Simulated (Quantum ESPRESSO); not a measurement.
**Sensitivity of a calculation on S (P2/c, 32 atoms in the cell) to its settings**

```xyz
32
Lattice="8.3146 0.0000 0.0000 0.0000 13.1986 0.0000 -5.1301 0.0000 7.8641" Properties=species:S:1:pos:R:3 pbc="T T T"
S      3.7242     8.5609     2.5195
S     -0.5398     4.6377     5.3446
S      2.0253     8.5609     1.4125
S      1.1592     4.6377     6.4515
S      4.9726     5.5273     2.6488
S     -1.7881     7.6713     5.2153
S      0.7770     5.5273     1.2833
S      2.4075     7.6713     6.5808
S      5.0593     7.2965     1.6803
S     -1.8748     5.9022     6.1837
S      0.6902     7.2965     2.2517
S      2.4943     5.9022     5.6123
S      3.8093     4.2531     1.5873
S     -0.6248     8.9455     6.2768
S      1.9403     4.2531     2.3447
S      1.2442     8.9455     5.5193
S     -3.8417     2.6727     6.9095
S      7.0262    10.5259     0.9545
S      4.4611     2.6727     4.8866
S     -1.2766    10.5259     2.9775
S      1.9014    12.8297     0.1537
S      1.2830     0.3689     7.7103
S      3.8481    12.8297     3.7783
S     -0.6636     0.3689     4.0858
S     -2.3947     1.4103     7.5489
S      5.5792    11.7884     0.3151
S      3.0141     1.4103     4.2471
S      0.1704    11.7884     3.6169
S     -2.9994    11.5724     6.4514
S      6.1839     1.6262     1.4126
S      3.6188    11.5724     5.3446
S     -0.4343     1.6262     2.5194
```

Base run A: PBEsol, GBRV 1.5 ultrasoft (PBESOL) pseudopotentials run with Quantum ESPRESSO, self-consistent single point.

Its settings: ecutwfc = 40 Ry; ecutrho = 200 Ry; occupations = smearing; smearing = gaussian; degauss = 0.0036749 Ry; potentials = {S: s_pbesol_v1.4.uspp.F.UPF}; K_POINTS = automatic 2 1 2 0 0 0; conv_thr = 1e-11 Ry.

The starting cell comes from a database of computed structures (which also holds hypothetical and non-ambient phases and stackings), without a prior relaxation at this level. Its lattice was rescaled by a random factor within 2.5 % of one.

ΔF is the free energy per atom less that of run A. A dash stands where there is no value to compare (another energy zero or no entropy term, no result, no spin, no clean gap, or a mesh too coarse for one). Absolute energies have different zeros for different potentials, functionals, Hubbard and dispersion terms and are not compared across them.

Runs:
- B: conv_thr: 1e-11 Ry → 7.3e-14 Ry
- C: lattice scaled by 1.015
- D: ecutwfc: 40 Ry → 28 Ry; ecutrho: 200 Ry → 140 Ry
- E: ecutrho: 200 Ry → 80 Ry
- F: K_POINTS: automatic 2 1 2 0 0 0 → automatic 2 1 1 0 0 0
- G: K_POINTS: automatic 2 1 2 0 0 0 → automatic 2 1 1 1 1 1
- H: conv_thr: 1e-11 Ry → default
- I: ecutwfc: 40 Ry → 55 Ry; ecutrho: 200 Ry → default; pseudopotentials: {S: s_pbesol_v1.4.uspp.F.UPF} → {S: S.upf}

```tsv
run	ΔF (meV/atom)	pressure (GPa)	largest force (eV/Å)	gap on the mesh (eV)	k-points
A	0.00	2.55	0.744	2.341	4
B	0.00	2.55	0.744	2.341	4
C	-10.2	0.17	0.139	2.272	4
D	5.4	2.32	0.752	2.342	4
E	-9.8	3.46	0.770	2.346	4
F	-3.6	2.50	0.781	2.388	2
G	6.5	2.67	0.724	2.860	1
H	0.00	2.55	0.746	2.341	4
I	–	2.51	0.730	2.330	4
```

Run D against A: The free energy goes up by 5.4 meV/atom, the pressure goes from 2.55 to 2.32 GPa, the largest force moves little (0.744 to 0.752 eV/Å) and the gap on the mesh moves little (2.341 to 2.342 eV).

Run G against A: The free energy rises by 6.5 meV/atom, the pressure goes from 2.55 to 2.67 GPa, the largest force goes from 0.744 to 0.724 eV/Å and the gap on the mesh goes from 2.341 to 2.860 eV.

Run I against A: The pressure hardly changes (2.55 to 2.51 GPa), the largest force goes from 0.744 to 0.730 eV/Å and the gap on the mesh goes from 2.341 to 2.330 eV.
